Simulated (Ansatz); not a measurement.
## What tensor shear ε_yz = −1.19 % does to hypothetical simple cubic Ag

Take Ag in the simple cubic structure (space group Pm-3m, No. 221; a = 2.751 Å; a hypothetical phase, not in the database extracts checked; relaxed with 0.1 eV smearing) as the base. Axes: x, y, z lie along the cube axes.

One thing is altered: tensor shear ε_yz = −1.19 % (engineering shear γ = -0.0238), atoms relaxed at fixed cell.

All numbers come from plane-wave PAW DFT at the PBE level (Ansatz, a program for electronic structure, 420 eV), without spin-orbit coupling. Γ-centred 24×24×24 mesh, Fermi–Dirac width 0.1 eV.

```csv
quantity,base,changed,shift
volume per atom,20.81 Å³,20.81 Å³,0.00 Å³
energy relative to the base (free energy F),0 meV/atom,-0.4 meV/atom,-0.4 meV/atom
"pressure (mean of the normal stresses, compression positive)",0.0 GPa,0.0 GPa,0.0 GPa
band gap,zero,zero,–
"stress (xx, yy, zz, yz, xz, xy; compression positive)",–,"(0.0, 0.0, 0.0, -0.3, 0.0, 0.0) GPa",–
```

The cells carry an imposed strain or load. Stability against distortions was not tested. Under tensor shear ε_yz = −1.19 % the cell ends below the base's energy or with stress of the wrong sign: the atoms slid into a distortion or the cell is elastically unstable, so the base is not a stable minimum at this level.
